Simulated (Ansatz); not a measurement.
**hypothetical diamond Ni with two functionals, 4 layers**

Take Ni in the diamond structure (space group Fd-3m, No. 227; a = 5.100 Å; ferromagnetic; a hypothetical phase, not in the database extracts checked) as the base. Axes: x, y, z lie along the cube axes.

(Cell as relaxed with PBE.)

Levels (all Ansatz, a program for electronic structure, PAW): PBE (420 eV, without spin-orbit coupling); PBEsol (420 eV, no spin-orbit coupling).

Each level relaxes its own structure.

| base | PBE | PBEsol |
|---|---|---|
| volume per atom | 16.58 Å³ | 15.69 Å³ |
| lattice parameter a | 5.100 Å | 5.007 Å |
| band gap | zero | zero |
| largest site moment | 0.84 μB | 0.83 μB |

It is then changed as follows: a free-standing slab of 4 layers (8 atoms, 2 a layer) is cut normal to [110], with 15 Å of vacuum and the in-plane cell held at bulk.

| quantity | PBE | PBEsol |
|---|---|---|
| excess energy per area of both faces (slab less bulk energy over the cell's area: twice a surface energy) (uncertain by up to 0.07 J/m²) | 2.2 J/m² | 2.7 J/m² |
| magnetic state | ferromagnetic | ferromagnetic |
| band gap | zero | zero |
| shortest interatomic distance | 2.212 Å | 2.171 Å |
| largest site moment | 0.92 μB | 0.90 μB |

PBE's excess energy per area of both faces lies 0.5 J/m² below PBEsol's; PBE's shortest interatomic distance lies 0.0419 Å above PBEsol's (1.9 %); the two agree on the magnetic state and band gap. Neither level is exact; PBEsol is the comparison here, not a measurement.

The magnetic state is the one reached from the starting moments; the real material's order can differ, and small cells can't hold many antiferromagnetic ones. Slab and bulk use different k-meshes, which limits the precision of the excess energy. No phonon test of stability was made.
